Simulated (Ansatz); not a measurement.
Consider CdI2 in the CdI2 type structure (space group P-3m1, No. 164; a = 4.242 Å, c = 6.822 Å; layered, stacked along the Cartesian z axis). Axes: x lies along a and z along c of the hexagonal cell.

Calculations: PBE-D3(BJ) (Ansatz, a first-principles code, PAW, spin-orbit coupling left out).

For the base:

The band gap is 2.30 eV and the gap character is indirect, k = (0, 0.111, -0.200) in the run's primitive reciprocal basis → k = (0, 0.444, 0.400) in the run's primitive reciprocal basis.

Modification: biaxial strain +2.00 %, plane normal [001], relaxed out of plane (Cartesian); in-plane vectors clamped, the third vector and the atoms free.

**Question.** What happens to the ratio −ε⊥/ε∥, in-plane stress, band gap, electron mass and gap character?

**Answer.** The ratio −ε⊥/ε∥ is 0.82; the mean in-plane stress (compression positive) is -0.9 GPa; the band gap decreases by 0.04 eV, from 2.30 eV to 2.26 eV; the electron mass is 0.23 mₑ out of plane, 0.21 mₑ in plane (at Γ); the gap character goes from indirect, k = (0, 0.111, -0.200) in the run's primitive reciprocal basis → k = (0, 0.444, 0.400) in the run's primitive reciprocal basis to indirect, K–Γ (75 % along) → Γ.

Spin-orbit coupling, missing from the scalar runs, can matter with I. Masses are band curvatures over ±0.01 Å⁻¹ around the edge. Stability against distortions was not tested.
